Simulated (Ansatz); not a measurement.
The starting structures come from a database of crystals and need not be the phases stable at ambient conditions.

Evanescent states of Be3N2 (P6_3/mmc, 10 atoms a cell, 6.8 Å³ an atom) along the normal of (001)

Calculation: r2SCAN (plane waves, PAW; Ansatz, a program for electronic structure).

No gap correction and no spin-orbit coupling; mid-gap is the computed energy nearest the middle.

Energies count from the valence-band top; κ is the least over a 12×12 mesh across the current.

```
E (eV)     κ (1/Å)  where
------  ----------  -----
0.10         0.168      Γ
0.28         0.196      Γ
0.47         0.219      Γ
0.67         0.238      Γ
0.85         0.255      Γ
1.04    (withheld)      Γ
1.24    (withheld)      Γ
1.43    (withheld)      Γ
1.61    (withheld)  off Γ
1.80    (withheld)  off Γ
2.00    (withheld)  off Γ
2.19    (withheld)  off Γ
2.38    (withheld)  off Γ
2.56    (withheld)  off Γ
2.75    (withheld)  off Γ
2.94    (withheld)  off Γ
3.13         0.214  off Γ
3.33         0.193  off Γ
3.52         0.167  off Γ
3.71         0.133  off Γ
3.90         0.081  off Γ
```

Question: Complete the blanks.

Answer: 
- 1.04, κ (1/Å): 0.269
- 1.24, κ (1/Å): 0.282
- 1.43, κ (1/Å): 0.293
- 1.61, κ (1/Å): 0.295
- 1.80, κ (1/Å): 0.291
- 2.00, κ (1/Å): 0.285
- 2.19, κ (1/Å): 0.278
- 2.38, κ (1/Å): 0.269
- 2.56, κ (1/Å): 0.258
- 2.75, κ (1/Å): 0.246
- 2.94, κ (1/Å): 0.231
